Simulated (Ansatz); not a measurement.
BeTe under load (space group F-43m), r2SCAN with spin-orbit coupling, rigid bands in Ansatz (a program for electronic structure). Condition of this run: hydrostatic pressure 2 GPa (the target of the relaxation). Band gap 2.01 eV, N_c = 2.66e19 cm⁻³ and N_v = 1.28e19 cm⁻³ at 300 K, conductivity masses of 0.369 mₑ (electrons) and 0.384 mₑ (holes). Take k_BT = 0.02585 eV.

Question: What thermal injection velocity √(2k_BT/πm) limits a ballistic channel?

Answer: 8.86e6 cm/s for electrons and 8.68e6 cm/s for holes, a ratio of √(m_h/m_e) = 1.02, for dilute carriers.

Question: Find the intrinsic carrier density and the intrinsic Fermi level.

Answer: n_i = √(N_c N_v) exp(−E_g/2k_BT) = 1.85e19 × exp(−38.88) = 2.4e2 cm⁻³. The level lies (k_BT/2) ln(N_v/N_c) = -9 meV from mid-gap (positive towards the conduction band). Each 0.1 eV added to the gap lowers n_i by a factor of 6.9.

Question: A film of it is 5 nm thick. Estimate the confinement energies in an infinite well.

Answer: ħ²π²/(2m t²) = 0.376 eV·nm²/(m/mₑ × t²) gives 40.8 meV for electrons and 39.2 meV for holes, so the gap would widen to about 2.09 eV. Finite barriers and nonparabolic bands lower this, and with several valleys or bands the heaviest mass along the normal sets the lowest level, not this average.

Rigid bands with the computed gap; masses take one relaxation time for all states.
